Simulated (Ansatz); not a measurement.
**Carrier doping in GaSb**

Base system: GaSb in the zinc blende structure (space group F-43m, No. 216).

```
GaSb
1.0
    0.00000     3.06677     3.06677
    3.06677     0.00000     3.06677
    3.06677     3.06677     0.00000
Sb Ga
1 1
Cartesian
  4.60015   4.60015   4.60015
  0.00000   0.00000   0.00000
```

Carriers are added at fixed cell with a uniform background; the Fermi–Dirac width is that of 300 K.

The values are results of r2SCAN/PAW in Ansatz (a first-principles code), scalar-relativistic without spin-orbit coupling, earlier PAW set, not measurements.

Notes on the quantities. Fermi level from band edge: Fermi level relative to the doped band's edge (positive inside the band; to 0.05 eV).

```json
[
 {"change": "undoped", "Fermi level from band edge": "–", "gap between the host's bands": "0.41 eV"},
 {"change": "electrons 1.0×10^21 cm⁻³", "Fermi level from band edge": "+0.70 eV", "gap between the host's bands": "0.42 eV"},
 {"change": "electrons 3.0×10^21 cm⁻³", "Fermi level from band edge": "+0.95 eV", "gap between the host's bands": "0.42 eV"},
 {"change": "electrons 5.0×10^21 cm⁻³", "Fermi level from band edge": "+1.05 eV", "gap between the host's bands": "0.42 eV"},
 {"change": "electrons 1.0×10^22 cm⁻³", "Fermi level from band edge": "+1.25 eV", "gap between the host's bands": "0.43 eV"},
 {"change": "holes 1.0×10^21 cm⁻³", "Fermi level from band edge": "+0.35 eV", "gap between the host's bands": "0.41 eV"},
 {"change": "holes 3.0×10^21 cm⁻³", "Fermi level from band edge": "+0.65 eV", "gap between the host's bands": "0.41 eV"},
 {"change": "holes 5.0×10^21 cm⁻³", "Fermi level from band edge": "+0.85 eV", "gap between the host's bands": "0.41 eV"},
 {"change": "holes 1.0×10^22 cm⁻³", "Fermi level from band edge": "+1.15 eV", "gap between the host's bands": "0.40 eV"}
]
```

Charged cell with a jellium background: band edges are those of the host's band count, energies are not comparable with the neutral cell, and many-body gap narrowing is missing. Spin-orbit coupling, missing from the scalar runs, can matter with Sb. No phonon test of stability was made.
